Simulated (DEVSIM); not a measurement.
Device: abrupt Si n-p junction, at 250 K.

Layer 1 from the left is Si, thickness (μm) 3.80, Nd (cm⁻³) 2.1e15, τn (s) 0.0005, τp (s) 0.0005. Layer 2 from the left is Si, thickness (μm) 140, Na (cm⁻³) 3.1e15, τn (s) 0.0005, τp (s) 0.0005.

Left contact: ohmic. Right contact: ohmic. Voltage is applied to the left contact. Recombination: SRH at mid-gap, radiative. Mobility is μmin + (μ − μmin)/(1 + (N/Nref)^α).

This is a model device: material constants are rounded textbook-type values typed into the input, and sizes, dopings and lifetimes were drawn at random. Values at 300 K; Nc and Nv go as T^1.5, mobilities as T to minus their exponent, the gap by Varshni's rule with the affinity fixed.

Si: gap (eV) 1.124, affinity (eV) 4.05, permittivity 11.7, Nc (cm⁻³) 2.86e19, Nv (cm⁻³) 3.1e19, μn (cm²/Vs) 1417, μp (cm²/Vs) 470, μn,min 52, μp,min 45, Nref,n 9.7e16, Nref,p 2.2e17, αn 0.68, αp 0.72, T exponent of μn 2.3, T exponent of μp 2.2, B (cm³/s) 4.7e-15, Varshni α (eV/K) 0.000473, Varshni β (K) 636.

Simulated with DEVSIM: 1D drift-diffusion, Boltzmann statistics, complete ionisation; no tunnelling, impact ionisation, image-force lowering or self-heating.

Dark forward current:

```tsv
|V| (V)	|J| (A/cm²)
0.05	3.543e-13
0.10	2.914e-12
0.15	2.575e-11
0.20	2.468e-10
0.25	2.450e-9
0.30	2.462e-8
0.35	2.485e-7
0.40	2.511e-6
0.45	2.536e-5
0.50	0.0002559
0.55	0.002570
0.60	0.02485
0.65	0.1864
0.70	0.7349
0.75	1.711
0.80	3.083
0.85	4.857
0.90	7.052
0.95	9.688
1.00	12.78
1.05	16.36
1.10	20.43
1.15	25.01
1.20	30.10
1.25	35.73
1.30	41.90
```

### Question
Work out the local ideality factor n = ΔV / (kT/q · ln(J2/J1)) between the rows 0.10 and 0.15 V, 0.35 and 0.40 V, 1.25 and 1.30 V.

### Answer
kT/q = 21.54 mV. From 0.10 to 0.15 V: ln(2.575e-11/2.914e-12) = 2.179, n = 1.07, near the 1 of diffusion or emission over a barrier. From 0.35 to 0.40 V: ln(2.511e-6/2.485e-7) = 2.313, n = 1.00, near the 1 of diffusion or emission over a barrier. From 1.25 to 1.30 V: ln(41.90/35.73) = 0.159, n = 14.57.

### Question
Estimate the current at 0.35 V from the Shockley equation with J0 = Σ q ni² D/(N L) coth(W/L), τ joining the SRH, radiative and Auger lifetimes that are on, and W taken as the whole layer.

### Answer
ni² = 6.36e15 cm⁻⁶; holes in the n layer: μ = 680 cm²/Vs, D = 14.7 cm²/s, τ = 0.000498 s, L = 854 μm, W/L = 0.0045, term 1.87e-14 A/cm²; electrons in the p layer: μ = 1970 cm²/Vs, D = 42.5 cm²/s, τ = 0.000496 s, L = 1450 μm, W/L = 0.096, term 1.00e-15 A/cm². J0 = 1.97e-14 A/cm², and J = J0 exp(qV/kT) = 2.25e-7 A/cm². The simulation gives 2.48e-7 A/cm²; the estimate lies 9.6 % below. The estimate leaves out recombination in the depletion region and that region's share of W.
